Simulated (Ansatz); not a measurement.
Take CsPbCl₃ in the cubic perovskite structure (space group Pm-3m, No. 221; a = 5.6188 Å) as the base. Axes: x, y, z lie along the cube axes.

Level of theory: Ansatz (a program for electronic structure), PBEsol, PAW, cutoff 420 eV, no SOC.

Base values:

| Property | Value |
|---|---|
| Band gap | 1.83 eV |
| Shortest interatomic distance | 2.809 Å |

The change: compressive biaxial strain of 1.00 % in the plane normal to [111], as in epitaxy on a mismatched substrate; the out-of-plane cell vector and the atoms relax.

What does the calculation give for the band gap after the change?

The band gap drops by 0.06 eV, from 1.83 eV to 1.77 eV.

Predict the new shortest interatomic distance.

The shortest interatomic distance drops by 0.005 Å (2.809 Å → 2.804 Å).

How does this affect the energy relative to the base?

The energy goes up by 0.5 meV/atom.

What happens to the out-of-plane strain?

The out-of-plane strain is +1.40 %.

Spin-orbit coupling, missing from the scalar runs, can matter with Pb. Stability against distortions was not tested. Many cubic perovskites are stable only at high temperature; tilts and polar distortions were not tested. This is not the structure that CsPbCl3 has at room temperature and ambient pressure.
